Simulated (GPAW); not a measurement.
**Worked example: self-consistent single point of LiAl3 (I4/mmm, 4 atoms in the cell) in GPAW**

Method: PBEsol, GPAW PAW datasets PBEsol (made by gpaw-setup) (plane waves; GPAW 25.7.0).

This input was run:

```python
from ase import Atoms
from ase.units import GPa
from gpaw import GPAW, PW, FermiDirac

atoms = Atoms(['Li', 'Al', 'Al', 'Al'],
              cell=[[-2.018264, 2.018264, 4.018181],
                    [2.018264, -2.018264, 4.018181],
                    [2.018264, 2.018264, -4.018181]],
              scaled_positions=[[0.000000, 0.000000, 0.000000],
                                [0.750000, 0.250000, 0.500000],
                                [0.250000, 0.750000, 0.500000],
                                [0.500000, 0.500000, 0.000000]],
              pbc=True)

calc = GPAW(mode=PW(600),
            xc='PBEsol',
            kpts=(9, 9, 9),
            occupations=FermiDirac(0.1),
            nbands=-8,
            convergence={'density': 1e-05},
            symmetry={'symmorphic': False, 'tolerance': 0.0005},
            maxiter=120)

atoms.calc = calc

energy = atoms.get_potential_energy()
print('Energy (eV):', round(energy, 6))
forces = atoms.get_forces()
print('Forces (eV/Ang):')
print(forces.round(5))
stress = atoms.get_stress()
print('Stress (GPa, Voigt):', (stress / GPa).round(4))
```

Log, with long lists cut:

```
Input parameters:
  convergence: {density: 1e-05}
  kpts: [9 9 9]
  maxiter: 120
  mode: {ecut: 600.0,
         name: pw}
  nbands: -8
  occupations: {fixmagmom: False,
                name: fermi-dirac,
                width: 0.1}
  symmetry: {symmorphic: False,
             tolerance: 0.0005}
  xc: PBEsol

species:
  Li:
    name: Lithium
    Z: 3.0
    valence: 1
    core: 2
    charge: 0.0
    file: Li.PBEsol.gz

    # Using partial waves for Li as LCAO basis

  Al:
    name: Aluminium
    Z: 13.0
    valence: 3
    core: 10
    charge: 0.0
    file: Al.PBEsol.gz

    # Using partial waves for Al as LCAO basis

Reference energy: -19971.419054  # eV

Spin-paired calculation

Convergence criteria:
 Maximum [total energy] change in last 3 cyles: 0.0005 eV / valence electron
 Maximum integral of absolute [dens]ity change: 1e-05 electrons / valence electron
 Maximum integral of absolute [eigenst]ate change: 4e-08 eV^2 / valence electron
 Maximum number of scf [iter]ations: 120

Symmetries present (total): 16
Symmetries with fractional translations: 0
729 k-points: 9 x 9 x 9 Monkhorst-Pack grid
75 k-points in the irreducible part of the Brillouin zone
       k-points in crystal coordinates                weights
   0:     0.00000000    0.00000000    0.00000000          1/729
   1:     0.11111111   -0.11111111    0.00000000          4/729
   2:     0.11111111   -0.11111111    0.11111111          4/729
   [... 7 lines left out ...]
          ...
  74:     0.44444444    0.44444444    0.44444444          8/729

Wave functions: Plane wave expansion
  Cutoff energy: 600.000 eV
  Number of coefficients (min, max): 2109, 2209
  Pulay-stress correction: 0.000000 eV/Ang^3 (de/decut=0.000000)

Occupation numbers: Fermi-Dirac:
  width: 0.1000  # eV

Eigensolver

Densities:
  Coarse grid: 28*28*28 grid
  Fine grid: 56*56*56 grid
  Total Charge: 0.000000

Density mixing:
  Method: separate
  Backend: pulay
  Linear mixing parameter: 0.05
  old densities: 5
  Damping of long wavelength oscillations: 50

Hamiltonian:
  XC and Coulomb potentials evaluated on a 56*56*56 grid
  External potential:
    NoExternalPotential

XC parameters: PBEsol with 2 nearest neighbor stencil

Number of atoms: 4
Number of atomic orbitals: 16
Number of bands in calculation: 13
Number of valence electrons: 10
Bands to converge: occupied

Density initialized from atomic densities
  13 bands from LCAO basis set

Atomic positions and initial magnetic moments

Positions:
   0 Li     0.000000    0.000000    0.000000    ( 0.0000,  0.0000,  0.0000)
   1 Al     0.000000    2.018264    2.009091    ( 0.0000,  0.0000,  0.0000)
   2 Al     2.018264    0.000000    2.009091    ( 0.0000,  0.0000,  0.0000)
   3 Al     0.000000    0.000000    4.018181    ( 0.0000,  0.0000,  0.0000)

Unit cell:
           periodic     x           y           z      points  spacing
  1. axis:    yes   -2.018264    2.018264    4.018181    28     0.1288
  2. axis:    yes    2.018264   -2.018264    4.018181    28     0.1288
  3. axis:    yes    2.018264    2.018264   -4.018181    28     0.1019

  Lengths:   4.928748   4.928748   4.928748
  Angles:  131.654628 131.654628  70.775055

Effective grid spacing dv^(1/3) = 0.1439

     iter     time        total  log10-change:
                         energy   eigst   dens
iter:   1 --:--:--   -14.564570
iter:   2 --:--:--   -14.558407   -1.87  -0.94
iter:   3 --:--:--   -14.529903   -1.98  -0.96
iter:   4 --:--:--   -14.526279   -3.48  -1.68
iter:   5 --:--:--   -14.523734   -3.66  -1.69
iter:   6 --:--:--   -14.524253c  -4.64  -2.23
iter:   7 --:--:--   -14.524106c  -5.26  -2.33
iter:   8 --:--:--   -14.523983c  -5.49  -2.54
iter:   9 --:--:--   -14.523999c  -5.79  -2.88
iter:  10 --:--:--   -14.523990c  -6.53  -3.18
iter:  11 --:--:--   -14.523990c  -7.94c -3.78
iter:  12 --:--:--   -14.523990c  -7.96c -3.80
iter:  13 --:--:--   -14.523990c  -8.86c -4.02
iter:  14 --:--:--   -14.523990c  -8.61c -4.10
iter:  15 --:--:--   -14.523990c  -8.96c -4.15
iter:  16 --:--:--   -14.523990c  -8.67c -4.22
iter:  17 --:--:--   -14.523990c -10.48c -4.70
iter:  18 --:--:--   -14.523990c -11.07c -4.75
iter:  19 --:--:--   -14.523990c -10.74c -4.79
iter:  20 --:--:--   -14.523990c -10.29c -4.83
iter:  21 --:--:--   -14.523990c  -9.91c -4.99
iter:  22 --:--:--   -14.523990c -10.42c -4.91
iter:  23 --:--:--   -14.523990c -10.74c -5.08c

Converged after 23 iterations.

Dipole moment: (-0.000000, 0.000000, 0.000000) |e|*Ang

Energy contributions relative to reference atoms: (reference = -19971.419054)

Kinetic:        +15.485574
Potential:       -9.922372
External:        +0.000000
XC:             -20.052094
Entropy (-ST):   -0.045024
Local:           -0.012586
SIC:             +0.000000
--------------------------
Free energy:    -14.546502
Extrapolated:   -14.523990

Showing only first 2 kpts
 Kpt  Band  Eigenvalues  Occupancy
  0     3      5.31607    1.85503
  0     4      5.31607    1.85503
  0     5      6.16288    0.00536
  0     6      6.16288    0.00536

  1     3      4.46879    1.99997
  1     4      4.80310    1.99908
  1     5      4.97888    1.99465
  1     6      6.16989    0.00500

Fermi level: 5.57098

No gap
No difference between direct/indirect transitions
Energy (eV): -14.52399

Forces in eV/Ang:
  0 Li   -0.00000    0.00000   -0.00000
  1 Al   -0.00000    0.00000    0.00000
  2 Al    0.00000   -0.00000    0.00000
  3 Al    0.00000    0.00000    0.00000

Stress tensor:
     0.006761    -0.000000     0.000000
    -0.000000     0.006761     0.000000
     0.000000     0.000000     0.004888
Stress (GPa, Voigt): [ 1.0832  1.0832  0.7831  0.      0.     -0.    ]
```

The run converged in 23 iterations. GPAW prints stress with tension positive.

The starting cell comes from a database of computed structures (which also holds hypothetical and non-ambient phases and stackings), without a prior relaxation at this level. Its lattice was rescaled by a random factor within 2.5 % of one.

Cost on one core of a shared machine: roughly 40 s.
